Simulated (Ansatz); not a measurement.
**ScAl3: response to strain**

The reference is ScAl3 in the Cu3Au type structure (space group Pm-3m, No. 221; a = 4.072 Å; relaxed with 0.1 eV smearing). Axes: x, y, z lie along the cube axes.

Strains are applied to the cell and any free atomic positions relax; under biaxial strain the out-of-plane vector relaxes too.

Calculations: PBEsol in Ansatz (plane waves to 420 eV, PAW, no SOC), earlier PAW set.

Candidates:
(a) biaxial strain −4.14 %, plane normal [001], relaxed out of plane
(b) biaxial strain +2.84 %, plane normal [001], relaxed out of plane
(c) uniaxial strain ε_zz = −1.82 %

Notes on the quantities. energy relative to the base: free energy F.

Problem. Order them by energy relative to the base, highest first.

Solution. (a) biaxial strain −4.14 %, plane normal [001], relaxed out of plane (+43 meV/atom), (b) biaxial strain +2.84 %, plane normal [001], relaxed out of plane (+17 meV/atom), (c) uniaxial strain ε_zz = −1.82 % (+3.4 meV/atom)

Whether these cells are dynamically stable was not tested. The final runs are not spin-polarised.

Ansatz is an electronic-structure program.
